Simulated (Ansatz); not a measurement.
**The (000-1) surface of wurtzite CdS, S-terminated, 2x2 S vacancy (bottom of the slab: 2 H on 4 bottom sites)**

Computed with PBE (plane waves to 420 eV, PAW; Ansatz, a program for electronic structure).

Set-up: 33 atoms, 12.9 Å thick at the start with caps and adatoms (thin: gaps and levels are the slab's own); mesh 3x3x1; 0.025 eV smearing; dipole correction on; 8 atoms held, the rest relaxed; start symmetry kept, larger cells not searched; no spin, no spin-orbit, no U. It is one candidate, not shown to be the stable structure of the face.

```yaml
gap_of_the_slab_on_its_k_mesh: 1.50 eV
highest_filled_level_below_the_top_vacuum_level: 6.44 eV
energy_released_by_relaxation: 2.25 eV
cost: about 18 core-minutes (a rough figure)
```
